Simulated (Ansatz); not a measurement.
The parent structure is MoP (space group P-6m2, No. 187; relaxed with 0.1 eV smearing).

```
CELL_PARAMETERS angstrom
      3.20755     0.00000     0.00000
     -1.60378     2.77782     0.00000
      0.00000     0.00000     3.17271
ATOMIC_POSITIONS crystal
  Mo 0.00000 0.00000 0.00000
  P  0.66667 0.33333 0.50000
```

Calculations: Ansatz (a program for electronic structure) PBEsol, no spin-orbit coupling.

For the base:

| Quantity | Value |
|---|---|
| Pressure | 0.0 GPa |

It is then changed as follows: the cell is scaled by 1.0596 in all directions; the atoms relax in the strained cell.

Problem. Estimate the effect on the energy relative to the base and pressure.

Solution. The energy goes up by 0.279 eV/atom; the pressure (mean of the normal stresses, compression positive) goes from zero to -28.5 GPa.

Stability against distortions was not tested. All final runs are without spin polarisation. An odd electron count without spin: MoP.
